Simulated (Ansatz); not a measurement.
1T (CdI2-type) MgI2 was calculated with PBE-D3(BJ) in Ansatz (PAW).

Settings: plane-wave cutoff 520 eV, 12×12×6 k mesh (along the axes of the cell as run), perturbation theory, scalar-relativistic PAW data made under PBE.

Computed at the level's own relaxed cell.

Harmonic phonon frequencies (cm⁻¹; i marks an imaginary mode; at Γ without the LO shift):

```
q point                     frequencies
-------  ------------------------------
Γ           0 0 0 66 66 111 177 177 266
M        62 64 66 82 89 107 179 180 260
K        62 77 77 90 90 102 176 213 213
A        18 18 36 63 63 105 178 178 291
L        59 59 69 81 92 109 179 179 256
H        66 73 73 92 92 100 176 216 216
```

No imaginary mode appears at these points.

Note: the dispersion coefficients are held fixed in the derivatives.

Ansatz is a first-principles code.
